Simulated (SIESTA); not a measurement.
Band structure of ZnCo2 (P-3m1, 3 atoms in the cell).

```
CELL_PARAMETERS angstrom
      2.58727     0.00000     0.00000
     -1.29364     2.24064     0.00000
      0.00000     0.00000     6.24990
ATOMIC_POSITIONS crystal
  Zn 0.00000 0.00000 0.00000
  Co 0.33333 0.66667 0.65327
  Co 0.66667 0.33333 0.34673
```
Moments meant for the start (each program seeds them in its own way; μB, in the order of the atoms Zn Co Co): 0.0 3.0 3.0.

Level of theory: LDA PW92, numerical atomic orbitals DZP, PseudoDojo LDA standard norm-conserving potentials (rewritten from UPF to PSML) (SIESTA 5.4.2).

Settings: XC.functional = LDA; XC.authors = PW92; potentials = PseudoDojo LDA standard; PAO.BasisSize = DZP; PAO.EnergyShift = 0.005 Ry; MeshCutoff = 400 Ry; kgrid.MonkhorstPack = 10 10 4; OccupationFunction = MP; OccupationMPOrder = 0; ElectronicTemperature = 0.1 eV; Spin = polarized; DM.InitSpin = [1 +0.00, 2 +3.00, 3 +3.00]; MaxSCFIterations = 150; SCF.Mixer.Method = Broyden.

The starting cell comes from a database of computed structures (which also holds hypothetical and non-ambient phases and stackings), without a prior relaxation at this level. Its lattice was rescaled by a random factor within 2.5 % of one. The magnetic order is the one reached from the typed start; others were not searched systematically. Values carry the incompleteness of an atom-centred basis.

Levels in eV from the Fermi level, bands 25 to 30 of the first spin channel:
```csv
point,25,26,27,28,29,30
Γ,-2.35,-2.07,-1.51,-1.51,-0.90,-0.90
M,-1.02,-0.74,-0.58,0.07,0.20,1.75
K,-1.34,-1.22,-1.22,2.21,2.21,2.64
A,-2.37,-1.52,-1.52,-1.01,-0.88,-0.88
L,-1.46,-1.08,-0.74,-0.59,0.39,1.34
H,-1.39,-1.08,-1.08,2.07,2.07,3.69
```

Bands cross the Fermi level along this path, so the cell is metallic at this level.

Higher empty bands are left out: an atom-centred basis made for the valence describes them poorly.

The net moment of the cell came out as 3.00 μB.
